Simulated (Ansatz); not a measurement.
## YN: pressure series

The reference is YN in the rock salt structure (space group Fm-3m, No. 225; a = 4.896 Å).

Cell and atoms are relaxed at each pressure.

Computed with r2SCAN/PAW in Ansatz (an electronic-structure program), spin-orbit coupling left out.

Base values:

* **Band gap**: 0.58 eV

The aim is a band gap between 0.36 eV and 0.42 eV. Which of these changes reaches it?
(A) pressure −2 GPa
(B) pressure 0.9 GPa
(C) pressure 22.5 GPa

C, pressure 22.5 GPa. It gives 0.38 eV; pressure −2 GPa gives 0.60 eV; pressure 0.9 GPa gives 0.57 eV. Changes not listed may reach it too

Load acts through the strain it causes; cell and atoms are relaxed under it. Stability against distortions was not tested. Competing high-pressure phases were not computed.
